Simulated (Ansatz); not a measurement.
```
Zn2CdSe3
1.0
    4.15251     0.00000     0.00000
   -2.07625     3.59618     0.00000
    0.00000     0.00000    10.25634
Se Zn Cd
3 2 1
Direct
  0.00000   0.00000   0.75056
  0.33333   0.66667   0.43379
  0.66667   0.33333   0.06907
  0.00000   0.00000   0.99250
  0.33333   0.66667   0.67489
  0.66667   0.33333   0.32920
```

No spin polarisation.

Computed with PBE (Ansatz, a first-principles code; PAW; 420 eV plane waves; no spin-orbit coupling). Settings: 9×9×4 k-points, 0.05 eV Fermi–Dirac smearing.

Task: Predict the valence-band top at Γ, gap character, band gap and electron mass.

Result: 
* **Valence-band top at Γ (three highest levels, from the VBM)**: 0.00, 0.00, -0.19 eV
* **Gap character (in this cell's own zone, which can be folded)**: direct at Γ
* **Band gap**: 0.70 eV
* **Electron mass**: 0.077 mₑ along c, 0.072 mₑ across (at Γ)

These are small ordered cells, not random alloys; other orderings at the same x differ. Effective masses come from finite differences of ±0.01 Å⁻¹. Stability against distortions was not tested. The cell was made from ZnSe by this change: x(Cd) = 0.333, 6 atoms, P3m1.
